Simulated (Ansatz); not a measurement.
Bond-angle distributions (per cent of the angles at each element, bins of 10°) of a relaxed model of amorphous Si$_{24}$O$_{51}$Ga$_{2}$ at 2.36 g/cm³. These are PBE, scalar-relativistic without spin-orbit coupling (plane waves to 420 eV, PAW; Ansatz, a quantum-chemistry and plane-wave program) values and carry that method's errors.

Preparation: random packing, a CHGNet melt and quench, and a DFT relaxation. O atoms were pushed apart under 1.9 Å during the dynamics, to hinder bonds among them. The hot cell started wider than the set density and was brought back towards it in steps. It is the lowest in DFT energy of 2 quenches. It is a model cell: composition and starting density were chosen by hand, and all elements were melted together. No dispersion term was used. Its density started from a set value of 2.36 and ended at 2.36 g/cm³. The quench (nominally 320 K/ps over its main leg) was far faster than any real one, so the model tends to hold more defects than a real film. One small periodic cell is one sample of the glass; other quenches scatter about these values. The volume was held where the preparation left it and the shape relaxed, at a PBE pressure of -2.3 GPa (tension). Stress components on the final sampling reach 2.3 GPa.

Neighbours within Si-Si 2.60 Å, Si-O 2.04 Å, Si-Ga 2.56 Å, O-O 1.58 Å, O-Ga 2.26 Å, Ga-Ga 2.68 Å count as bonded. Two cations that share two anions don't count as bonded, nor two that share one unless they lie closer than Si-Si 2.38 Å, Si-Ga 2.49 Å, Ga-Ga 2.61 Å.

```tsv
angle (°)	at Si	at O
50-60	0	0
60-70	0	0
70-80	0	0
80-90	1	2
90-100	3	2
100-110	55	0
110-120	34	6
120-130	6	15
130-140	0	23
140-150	0	28
150-160	0	13
160-170	0	11
170-180	0	0
```

They go with these counts of neighbours within the cut-offs, cation contacts included: Si mean 4.0, most often 4; O mean 2.0, most often 2.
